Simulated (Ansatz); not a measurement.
The reference is Sn (space group I4_1/amd, No. 141; a = 5.8331 Å, c = 3.1580 Å).

The values are results of PBEsol (Ansatz, a quantum-chemistry and plane-wave program), no SOC, earlier PAW set, not measurements.

One change was made to it. Results:

```tsv
quantity	base	after
c/a ratio	0.541	0.527
lattice parameter a	5.833 Å	5.870 Å
```

Question: What was done to the base?
A. Sn → In
B. Sn → Ge
C. Sn → Zn

Answer: A, Sn → In. For comparison, the lattice parameter a in the other runs: Sn → Zn gives 5.071 Å; Sn → Ge gives 5.119 Å.

Stability against distortions was not tested. As relaxed here, In and Zn are hypothetical phases, not in the database extracts checked. For Ge in this form, whether it has been made was not checked. This is not the structure that Ge has at room temperature and ambient pressure.
